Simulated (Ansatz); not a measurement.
# PtSe2 under a change: biaxial strain −0.50 %, plane normal [001], relaxed out of plane

Start from PtSe₂ in the CdI2 type structure (space group P-3m1, No. 164; a = 3.7722 Å, c = 4.8212 Å; layered; relaxed with 0.1 eV smearing). Axes: x lies along a and z along c of the hexagonal cell.

It is then changed as follows: biaxial strain −0.50 %, plane normal [001], relaxed out of plane (Cartesian); in-plane vectors clamped, the third vector and the atoms free.

Calculations: Kohn–Sham DFT with the PBE-D3(BJ) functional, run in Ansatz (a program for electronic structure) with PAW and 420 eV plane waves, no spin-orbit coupling. Γ-centred 18×18×12 mesh, Fermi–Dirac width 0.1 eV.

- Space group = P-3m1 (No. 164) (base P-3m1 (No. 164))
- Shortest interatomic distance = 2.522 Å (base 2.526 Å)
- Pressure (mean of the normal stresses, compression positive) = 0.6 GPa (base 0.0 GPa)
- Band gap = zero (base zero)
- Out-of-plane strain = +0.69 %
- Mean in-plane stress (compression positive) = +1.0 GPa

Cost of the whole job for the changed cell (relaxation, final SCF and bands): about 3 core-minutes (a rough figure).

Stability against distortions was not tested. All final runs are without spin polarisation. The zero or small gap of PtSe2 can change with the level of theory.
